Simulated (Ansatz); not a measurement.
For CaZnF4 (I4₁/a, No. 88, 12 atoms in the cell; start COD 1529060), LDA (Ansatz, an electronic-structure program, plane waves, PAW) gives:

```
Item                                  Value
-----------------------------  ------------
lattice constant a                  5.154 Å
lattice parameter c                10.740 Å
bulk modulus B0                    86.8 GPa
cohesive energy                5.16 eV/atom
band gap at the measured cell       5.09 eV
```

Problem. What does r²SCAN (plane waves, PAW; Ansatz) give for the same quantities?

Solution. 
- lattice constant a: 5.256 Å (rises by 2.0 %)
- lattice parameter c: 10.986 Å (goes up by 2.3 %)
- bulk modulus: 77.7 GPa (shrinks by 10 %)
- cohesive energy: 4.58 eV/atom (shrinks by 0.58 eV/atom)
- band gap at the measured cell: 5.99 eV (grows by 0.90 eV)

Changes are worked out from the printed values.

Unless a cell is named, each level is at its own relaxed cell (LDA 11.89, r²SCAN 12.65 Å³/atom).

Density-functional gaps are differences of (generalised) Kohn–Sham levels.

Caveats: the bulk modulus is −V dP/dV from two relaxed cells at ±2 % in volume (LDA, r²SCAN); the relaxation could not lower the start's symmetry, so the cell can be a saddle point above a distorted one (LDA, r²SCAN). Ansatz's density-functional and Hartree–Fock values are scalar-relativistic unless marked +SOC, with PAW data made under PBE.
